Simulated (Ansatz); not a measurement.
Worked example: self-consistent single point of Lu2SeO2 (P3m1, 5 atoms in the cell) in Ansatz (a quantum-chemistry and plane-wave program).

Level of theory: PBEsol, default PAW files made with PBE (plane waves; Ansatz).

The change in words: lattice scaled by 0.98; kpoints.mp_grid.grid: 8 8 4 → 6 6 3. Reference geometry:
```
CELL_PARAMETERS angstrom
      3.72723     0.00000     0.00000
     -1.86361     3.22788     0.00000
      0.00000     0.00000     6.66678
ATOMIC_POSITIONS crystal
  Lu 0.33333 0.66667 0.30070
  Lu 0.66667 0.33333 0.70680
  Se 0.00000 0.00000 0.00000
  O  0.33333 0.66667 0.62510
  O  0.66667 0.33333 0.37490
```

Reference input (self-consistent single point, DFT, PBEsol, plane waves, default PAW files made with PBE): basis.ecutwfc = 420 eV; kpoints.mp_grid.grid = 8 8 4; hamiltonian.xc = pbesol; hamiltonian.pseudopotentials = {kind: paw} (the program's default PAW files); scf.occupations.method = fermi_dirac; scf.occupations.width = 0.02 eV. This run's input differs from it in these lines:

Ansatz 0.2 input:
```diff
@@ -2,11 +2,11 @@
   lattice:
-    - [3.727228, 0.000000, 0.000000]
-    - [-1.863614, 3.227875, 0.000000]
-    - [0.000000, 0.000000, 6.666781]
+    - [3.652683, 0.000000, 0.000000]
+    - [-1.826342, 3.163318, 0.000000]
+    - [0.000000, 0.000000, 6.533445]
   atoms:
-    - { symbol: Lu, position_ang: [-0.000002, 2.151918, 2.004701] }
-    - { symbol: Lu, position_ang: [1.863616, 1.075957, 4.712081] }
+    - { symbol: Lu, position_ang: [-0.000002, 2.108880, 1.964607] }
+    - { symbol: Lu, position_ang: [1.826343, 1.054438, 4.617839] }
     - { symbol: Se, position_ang: [0.000000, 0.000000, 0.000000] }
-    - { symbol: O, position_ang: [-0.000002, 2.151918, 4.167405] }
-    - { symbol: O, position_ang: [1.863616, 1.075957, 2.499376] }
+    - { symbol: O, position_ang: [-0.000002, 2.108880, 4.084056] }
+    - { symbol: O, position_ang: [1.826343, 1.054438, 2.449389] }
 basis:
@@ -15,3 +15,3 @@
   mp_grid:
-    grid: [8, 8, 4]
+    grid: [6, 6, 3]
 hamiltonian:
```

Output, abridged:

```
SCF iter   1: F=—  HF=-35779.132272 eV  |F-HF|=—  |Δ(HF+E_count)|=         —  Δρ=1.43e-2  dr2=1.38e-1  ethr=1.77e-3  ⟨swp⟩=6.4  Hψ=3559  notcnv=0
all-band conjugate gradients solve this SCF's bands
preconditioner: auto → Resta (q_TF=auto, 2.743 Å⁻¹)
SCF iter   2: F=—  HF=-35779.092988 eV  |F-HF|=—  |Δ(HF+E_count)|=   3.93e-2  Δρ=2.96e-3  dr2=3.46e-3  ethr=1.77e-4  ⟨swp⟩=3.5  Hψ=2053  notcnv=0  defer=38
   [... lines left out ...]
SCF iter   6: F=—  HF=-35779.092363 eV  |F-HF|=—  |Δ(HF+E_count)|=   1.55e-5  Δρ=1.22e-4  dr2=1.58e-5  ethr=1.44e-7  ⟨swp⟩=2.0  Hψ=1338  notcnv=0  defer=38
SCF iter   7: F=—  HF=-35779.092252 eV  |F-HF|=—  |Δ(HF+E_count)|=   1.11e-4  Δρ=4.88e-5  dr2=1.58e-6  ethr=2.02e-8  ⟨swp⟩=2.1  Hψ=1481  notcnv=0  defer=38
SCF iter   8: F=—  HF=-35779.092252 eV  |F-HF|=—  |Δ(HF+E_count)|=   9.63e-9  Δρ=2.34e-5  dr2=2.84e-7  ethr=2.02e-9  ⟨swp⟩=3.4  Hψ=1916  notcnv=0  defer=38
SCF iter   9: F=-35779.092252 eV  HF=-35779.092252 eV  |F-HF|=5.69e-8  |Δ(HF+E_count)|=   3.51e-7  Δρ=1.52e-5  dr2=9.91e-8  ethr=1.28e-10  ⟨swp⟩=14.2  Hψ=5609  notcnv=0
SCF 1 converged in 9 iterations: F = -35779.092252 eV  dr2 = 9.91e-8
Free energy (F): -35779.092252 eV
Internal energy: -35779.092252 eV  (E = F + TS)
E sigma→0 (E₀):  -35779.092252 eV
Fermi energy:    15.739930 eV
--- Forces (eV/Å), atoms counted from 1 ---
  atom   1  Lu    -0.00000000     0.00000000    -1.60579672
  atom   2  Lu     0.00000000    -0.00000000     1.07140205
  atom   3  Se     0.00000000     0.00000000     0.08776336
  atom   4  O     -0.00000000     0.00000000     0.41024296
  atom   5  O      0.00000000    -0.00000000     0.03624417
--- Stress (GPa, compression-positive) ---
        8.716815       0.000000       0.000000
        0.000000       8.716815      -0.000000
        0.000000      -0.000000       9.548150
  P = ⅓ Tr σ = 8.9939 GPa (89.939 kbar)
  The stress holds the Pulay correction. Without it, at fixed plane waves, as pw.x and ABINIT print it: P = 8.5477 GPa
```

The run converged in 9 iterations. Against the reference run the free energy rises by 25.0 meV/atom, the pressure goes from -0.15 to 8.99 GPa, the largest force goes from 1.020 to 1.606 eV/Å and the gap on the mesh goes from 1.596 to 1.580 eV.

The starting cell comes from a database of computed structures (which also holds hypothetical and non-ambient phases and stackings), without a prior relaxation at this level. Its lattice was rescaled by up to half a per cent. One atom was moved a little off its site on purpose. For this run, on top of that: lattice scaled by 0.98. Spin-orbit coupling is off. With a pressure of about 9 GPa the cell is away from its equilibrium volume at this level. Forces in this geometry exceed 1 eV/Å. Ansatz's pressure includes its estimate of the finite-basis (Pulay) stress. Another mesh or the band path of this cell gives a smaller gap, so this value is not converged in the mesh.
